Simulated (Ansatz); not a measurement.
What pressure 15 GPa does to ZrO2

The parent structure is ZrO2 (space group P4_2/nmc, No. 137; a = 3.5844 Å, c = 5.1771 Å).

The change: cell and atoms relaxed at a pressure of 15 GPa.

All numbers come from PBEsol (Ansatz, a quantum-chemistry and plane-wave program), no spin-orbit coupling. Settings: 9×9×7 k-points, 0.05 eV Fermi–Dirac smearing.

Volume per atom: 10.36 Å³ (base 11.09 Å³)
Density: 6.58 g/cm³ (base 6.15 g/cm³)
Lattice parameter a: 3.520 Å (base 3.584 Å)
c/a ratio: 1.426 (base 1.444)
Shortest interatomic distance: 2.072 Å (base 2.074 Å)
Enthalpy H = E + PV relative to the base's energy: +1.00 eV/atom
Band gap: 3.94 eV (base 4.00 eV)
Gap character: indirect, A → Γ (base indirect, M–Γ (56 % along) → Γ)
Smallest direct gap: 4.14 eV (base 4.12 eV)
Width of the top valence band: 1.19 eV (base 0.92 eV)
Electron mass: 2.0 mₑ along c, 0.53 mₑ across (at Γ) (base 2.1 mₑ along c, 0.57 mₑ across (at Γ))

Final structure:

```yaml
crystal:
  lattice:
    - [3.51964, 0.00000, 0.00000]
    - [0.00000, 3.51964, 0.00000]
    - [0.00000, 0.00000, 5.01940]
  atoms:
    - { symbol: Zr, position: [0.00000, 0.00000, 0.00000] }
    - { symbol: Zr, position: [0.50000, 0.50000, 0.50000] }
    - { symbol: O, position: [0.00000, 0.50000, 0.21796] }
    - { symbol: O, position: [0.00000, 0.50000, 0.71796] }
    - { symbol: O, position: [0.50000, 0.00000, 0.28204] }
    - { symbol: O, position: [0.50000, 0.00000, 0.78204] }
```

Cost of the whole job for the changed cell (relaxation, final SCF and bands): roughly 60 core-seconds.

Load acts through the strain it causes; cell and atoms are relaxed under it. Effective masses come from finite differences of ±0.01 Å⁻¹. Whether these cells are dynamically stable was not tested. Competing high-pressure phases were not computed. This is not the structure that ZrO2 has at room temperature and ambient pressure.
